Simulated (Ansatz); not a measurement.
Structure of amorphous In₉Ga₉Zn₉O₃₆H (periodic cell):

```xyz
64
Lattice="9.2839 0.0000 0.0000 0.0000 9.2839 0.0000 0.0000 0.0000 9.2839" Properties=species:S:1:pos:R:3 pbc="T T T"
In     4.9390     3.2823     4.3933
In     8.6197     4.5206     3.1933
In     4.1616     0.7743     7.5379
In     5.8115     5.3881     1.7641
In     2.6437     3.9111     1.7898
In     7.3372     8.9291     5.9861
In     3.7142     6.6728     8.3558
In     1.6309     0.7772     0.4805
In     1.3753     4.5869     7.2788
Ga     3.4666     7.7100     1.8029
Ga     3.7966     9.0016     4.8338
Ga     1.4593     7.6589     6.6145
Ga     7.1184     1.4339     8.5742
Ga     2.5819     5.7677     4.1896
Ga     5.9580     6.1819     5.1506
Ga     5.1327     4.0766     7.6911
Ga     1.4946     2.3497     4.3255
Ga     7.5011     5.9817     8.0318
Zn     6.8868     7.9794     3.2040
Zn     7.8549     1.5461     2.8475
Zn     8.8261     3.5049     0.2128
Zn     6.2489     8.3987     0.3999
Zn     4.9150     1.8719     1.2716
Zn     0.8838     6.3417     0.8371
Zn     7.8298     3.3666     5.9106
Zn     0.9361     8.7027     3.4070
Zn     0.4902     1.3954     7.0344
O      7.7923     4.7255     1.2641
O      1.3903     6.0894     5.5853
O      1.9559     0.5844     4.5987
O      1.5518     6.6861     8.2327
O      8.9692     1.5966     9.1207
O      3.5370     5.9191     1.1635
O      4.4565     5.5084     4.2806
O      1.4106     8.2516     1.5449
O      7.6622     1.6226     6.7444
O      7.1846     6.8165     6.4209
O      7.1188     5.9909     3.6229
O      8.3016     9.0968     3.8339
O      6.1452     9.1518     7.9204
O      6.6652     1.0055     1.2429
O      7.1396     3.0121     3.9947
O      3.8183     8.5870     0.1189
O      0.6469     3.0599     5.8696
O      4.5227     1.3976     5.4495
O      3.3155     8.1875     6.5611
O      2.9945     7.7054     3.6231
O      3.0146     1.7903     1.6387
O      0.0451     8.7623     6.8597
O      5.5392     7.5208     1.9124
O      8.4697     4.4584     7.6539
O      3.4876     4.7918     7.3462
O      4.8634     3.5965     2.2058
O      5.6244     8.1996     4.8092
O      8.1677     7.3257     9.2238
O      2.2624     1.5126     7.9247
O      5.7597     5.5956     8.7197
O      1.2131     5.5244     2.7627
O      1.3190     4.3060     0.1950
O      2.7671     3.6679     4.0228
O      6.0075     4.2907     6.0667
O      5.3801     2.4460     8.5333
O      0.3393     2.5672     2.8353
H      8.6423     7.9432     8.6086
```

Calculation: PBE, scalar-relativistic without spin-orbit coupling (plane waves to 420 eV, PAW; Ansatz, a quantum-chemistry and plane-wave program). The usual formal charges leave 1 electrons over, so the level spacing at the Fermi energy parts defect or band states and needn't be the band gap.

The cell was made by melting and quenching with the CHGNet potential and then relaxed with DFT. O atoms were pushed apart under 1.9 Å during the dynamics, to hinder bonds among them. The hot cell started wider than the set density and was brought back towards it in steps. It is the lowest in DFT energy of 2 quenches. It is a model cell: composition and starting density were chosen by hand, and all elements were melted together. No dispersion term was used. Its density started from a set value of 5.87 and ended at 5.87 g/cm³. The simulated quench (nominally 440 K/ps over its main leg) is rapid and tends to freeze in more defects than a deposited or slowly cooled glass has. One small periodic cell is one sample of the glass; other quenches scatter about these values. The volume was held where the preparation left it, at a PBE pressure of 2.0 GPa. Stress components on the final sampling reach 3.7 GPa.

Neighbours within In-In 3.12 Å, In-Ga 2.90 Å, In-Zn 2.90 Å, In-O 2.54 Å, In-H 2.08 Å, Ga-Ga 2.68 Å, Ga-Zn 2.68 Å, Ga-O 2.32 Å, Ga-H 1.84 Å, Zn-Zn 2.68 Å, Zn-O 2.56 Å, Zn-H 1.84 Å, O-O 1.58 Å, O-H 1.16 Å, H-H 0.90 Å count as bonded. Two cations that share two anions don't count as bonded, nor two that share one unless they lie closer than In-In 3.04 Å, In-Ga 2.82 Å, In-Zn 2.82 Å, Ga-Ga 2.61 Å, Ga-Zn 2.61 Å, Zn-Zn 2.61 Å.

Task: Give the coordination numbers, mean bond lengths and angles.

Result: 
```json
{
 "Mean coordination of In by anions": "5.67 (1 with 4, 1 with 5, 7 with 6)",
 "Mean coordination of Ga by anions": "4.56 (4 with 4, 5 with 5)",
 "Mean coordination of Zn by anions": "4.44 (5 with 4, 4 with 5)",
 "Mean coordination of O": "3.69 (11 with 3, 25 with 4)",
 "Mean coordination of H": "1.00 (1 with 1)",
 "Mean In-O bond": "2.222 Å (spread 0.088 Å, 51 counted)",
 "Mean Ga-O bond": "1.938 Å (spread 0.086 Å, 41 counted)",
 "Mean Zn-O bond": "2.060 Å (spread 0.130 Å, 40 counted)",
 "Bond angle at In": "mean 103.9°, spread 29.0°",
 "Bond angle at Ga": "mean 107.7°, spread 23.6°",
 "Bond angle at Zn": "mean 107.0°, spread 24.4°",
 "Bond angle at O": "mean 109.4°, spread 16.4°"
}
```

Task: List the pairs of like atoms that count as bonded by the rules above.

Result: There are none by these rules.
